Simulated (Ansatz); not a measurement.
Results of r²SCAN (PAW; Ansatz, a quantum-chemistry and plane-wave program) for K3GaF6 (Fm-3m, No. 225, 10 atoms in the cell; start COD 2108655; high-temperature phase).

Numerical settings: plane-wave cutoff 560 eV, 8×8×8 k mesh, Fermi–Dirac smearing 0.01 eV, scalar-relativistic PAW data made under PBE.

Cell (relaxed at this level):

```
GaK3F6
1.0
    0.00000     4.34743     4.34743
    4.34743     0.00000     4.34743
    4.34743     4.34743     0.00000
Ga K F
1 3 6
Cartesian
  4.34743   4.34743   4.34743
  0.00000   0.00000   0.00000
  6.52115   6.52115   6.52115
  2.17372   2.17372   2.17372
  4.34743   4.34743   6.23626
  4.34743   4.34743   2.45861
  4.34743   6.23626   4.34743
  4.34743   2.45861   4.34743
  6.23626   4.34743   4.34743
  2.45861   4.34743   4.34743
```

Q: Estimate the band gap that the calculation returns.

A: 
* **band gap**: 6.97 eV (direct)

Note: held by symmetry at 0 K, a high-temperature phase can be a saddle point.

Spin–orbit coupling is not included.

Computed values are for the static lattice.

It cost roughly 50 core-seconds of CPU time.
